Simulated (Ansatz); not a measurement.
Output of an Ansatz run (abridged):

```
WARN ansatz: RAYON_NUM_THREADS=1 ignored (pool sized by the plan → 1); use --threads N
Pseudopotentials: kind: paw
Pseudopotential: Ti, paw, valence charge 12
Pseudopotential: Pt, paw, valence charge 18
Crystal: 2 atoms, lattice volume = 32.621 Å³
Basis set: ecut = 420.4159175005146 eV, 619 PW (Γ)
Bands: 19, of which v1, the nominal top of the filled ones, is band 15 counted from 1 (14 counted from 0)
Symmetry: 48 space group operations
Space group: Pm-3m (ITA 221), of the structure as read, at distance tolerance 3.2e-5 Å
k-points: 56 of 1000
PAW frozen core: Ti, regenerated for the run's functional, and the local potential with it
PAW frozen core: Pt, regenerated for the run's functional, and the local potential with it
Initial density: superposition of atomic densities (neutral atoms: chi_scale 0, normalization atom), corrected by the library's trained network
Initial wavefunctions: pseudopotential atomic-orbital guess
Eigensolver: davidson
Functional: x = slater, c = lda
SCF iter   1: F=—  HF=-14696.820560 eV  |F-HF|=—  |Δ(HF+E_count)|=         —  Δρ=7.89e-3  dr2=1.17e-2  ethr=1.77e-3  ⟨swp⟩=4.3  Hψ=4150  notcnv=0
all-band conjugate gradients solve this SCF's bands
preconditioner: auto → none
SCF iter   2: F=—  HF=-14696.818577 eV  |F-HF|=—  |Δ(HF+E_count)|=   1.98e-3  Δρ=3.77e-3  dr2=2.47e-3  ethr=3.91e-5  ⟨swp⟩=2.6  Hψ=2091  notcnv=0
SCF iter   3: F=—  HF=-14696.817923 eV  |F-HF|=—  |Δ(HF+E_count)|=   6.54e-4  Δρ=3.98e-4  dr2=5.11e-5  ethr=8.24e-6  ⟨swp⟩=2.4  Hψ=1751  notcnv=0
SCF iter   4: F=—  HF=-14696.817921 eV  |F-HF|=—  |Δ(HF+E_count)|=   1.85e-6  Δρ=1.00e-4  dr2=3.24e-6  ethr=1.70e-7  ⟨swp⟩=2.2  Hψ=1513  notcnv=0
iter 5 did not close the SCF: its close was put off for the readings that it lacked (scf_convergence_deferred on its scf_iter line)
SCF iter   5: F=-14696.817920 eV  HF=-14696.817920 eV  |F-HF|=1.74e-8  |Δ(HF+E_count)|=   7.33e-7  Δρ=1.33e-5  dr2=5.70e-8  ethr=1.08e-8  ⟨swp⟩=2.1  Hψ=1671  notcnv=0
SCF iter   6: F=-14696.817920 eV  HF=-14696.817920 eV  |F-HF|=3.31e-10  |Δ(HF+E_count)|=   9.90e-9  Δρ=1.37e-6  dr2=3.67e-10  ethr=1.90e-10  ⟨swp⟩=2.2  Hψ=3324  notcnv=0
SCF 1 converged in 6 iterations: F = -14696.817920 eV  dr2 = 3.67e-10
SCF converged after 6 iterations
Free energy (F): -14696.817920 eV
Harris-Foulkes:  -14696.817920 eV  (|F-HF|=3.31e-10)
Internal energy: -14696.723576 eV  (E = F + TS)
E sigma→0 (E₀):  -14696.770748 eV
Entropy (-TS):   -0.094344 eV (-47.172 meV/atom)
Fermi energy:    17.912396 eV
--- Per-component energies (eV) ---
  E_band       = -342.636498
  E_kinetic    = 908.980661
  E_local      = -2457.176228  (includes V_loc(G=0)·N_el)
  E_nonlocal   = 216.991149
  E_hartree    = 939.773668
  E_xc         = -357.389716
  E_vxc        = -424.794918  (∫ρ·V_xc dr)
  E_paw        = -10175.966130  (= ΣΔE_a)
  E_vpaw       = -466.185692  (= ΣTr[D̂ρ^β])
  E_aug_tail   = 0.000269  (compensation charges beyond the density's cutoff)
  E_ewald      = -3772.727070
  E_core_change = 0.789820  (= ΣΔE_core)
  E_smearing   = -0.094344  (= −TS)
  E_closure    = -0.000000  (closes the sum)
  Σ components = -14696.817920   (vs F -14696.817920, Δ=0.00e0)
--- Forces (eV/Å), atoms counted from 1 ---
  atom   1  Ti     0.00000000    -0.00000000    -0.00000000
  atom   2  Pt    -0.00000000     0.00000000     0.00000000
  max |Σ_I F_I| component: 1.77e-29 eV/Å
--- Stress (GPa, compression-positive) ---
      -13.687427       0.000000       0.000000
        0.000000     -13.687427       0.000000
        0.000000       0.000000     -13.687427
  P = ⅓ Tr σ = -13.6874 GPa (-136.874 kbar)
  The stress holds the Pulay correction. Without it, at fixed plane waves, as pw.x and ABINIT print it: P = -13.7326 GPa
--- Band table (eV; the first three rows and the last of 56) ---
  k-point 0: bands = ["-80.9467", "-39.1094", "-35.0336", "-35.0336", "-35.0336", "-15.5729", "-15.5729", "-15.5729", "9.3515", "12.4138", "12.4138", "14.9838", "14.9838", "14.9838", "18.5393", "18.5393", "20.1107", "20.1107", "20.1107"]
  k-point 1: bands = ["-80.9465", "-39.1085", "-35.0376", "-35.0332", "-35.0332", "-15.5887", "-15.5723", "-15.5723", "9.5392", "12.4870", "12.5340", "14.9442", "14.9442", "15.0288", "18.4042", "18.5836", "19.8174", "19.8174", "20.0355"]
  k-point 2: bands = ["-80.9462", "-39.1064", "-35.0480", "-35.0321", "-35.0321", "-15.6298", "-15.5707", "-15.5707", "10.0735", "12.6940", "12.8679", "14.8431", "14.8431", "15.1527", "18.0373", "18.6554", "19.2047", "19.2047", "19.8331"]
  k-point 55: bands = ["-80.9430", "-39.0689", "-35.0734", "-35.0734", "-35.0734", "-15.7002", "-15.7002", "-15.7002", "13.2824", "13.2824", "13.2824", "16.0057", "16.0057", "16.0057", "16.5274", "16.5274", "20.0742", "20.0742", "21.6649"]
```

The structure:

```xyz
2
Lattice="3.1952 0.0000 0.0000 0.0000 3.1952 0.0000 0.0000 0.0000 3.1952" Properties=species:S:1:pos:R:3 pbc="T T T"
Ti     1.5976     1.5976     1.5976
Pt     0.0000     0.0000     0.0000
```

### Question
What input produced this log?

### Answer
Other spellings and defaults could give the same log, and not every line can be read from it. The input that was run (DFT, LDA (PW92), plane waves, default PAW files made with PBE):

Ansatz 0.2 input:
```yaml
# TiPt
crystal:
  lattice:
    - [3.195196, 0.000000, 0.000000]
    - [0.000000, 3.195196, 0.000000]
    - [0.000000, 0.000000, 3.195196]
  atoms:
    - { symbol: Ti, position: [0.500000, 0.500000, 0.500000] }
    - { symbol: Pt, position: [0.000000, 0.000000, 0.000000] }
basis:
  ecutwfc: 30.9 Ry
kpoints:
  mp_grid: { grid: [10, 10, 10] }
hamiltonian:
  xc: lda
  pseudopotentials: { kind: paw }
scf:
  occupations: { method: fermi_dirac, width: 0.0073 Ry }
output:
  forces: true
  eigenvalues: true
  stress: true
```

The starting cell comes from a database of computed structures (which also holds hypothetical and non-ambient phases and stackings), without a prior relaxation at this level. Its lattice was rescaled by up to half a per cent. Spin-orbit coupling is off. Spin polarisation is off. With a pressure of about -14 GPa the cell is away from its equilibrium volume at this level. Ansatz's pressure includes its estimate of the finite-basis (Pulay) stress.

Ansatz is an electronic-structure program.
